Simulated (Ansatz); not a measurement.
For ZnSe (model structure, started from the BN type, Pm-3n, No. 223, 12 atoms in the cell), PBE in Ansatz (plane waves, PAW) gives:

- lattice constant a: 7.061 Å
- cohesive energy: 2.48 eV/atom

**Question.** What does r²SCAN (Ansatz, a program for electronic structure, PAW) give for the same quantities?

**Answer.** 
- lattice constant a: 6.983 Å (falls by 1.1 %)
- cohesive energy: 2.70 eV/atom (goes up by 0.22 eV/atom)

Changes are worked out from the printed values.

Unless a cell is named, each level is at its own relaxed cell (PBE 29.34, r²SCAN 28.38 Å³/atom).

Ansatz's density-functional and Hartree–Fock values are scalar-relativistic unless marked +SOC, with PAW data made under PBE.

A model structure was made by putting elements into a prototype or built by hand; it is no filed structure, need not be a known phase, and can be a saddle point held by its symmetry.
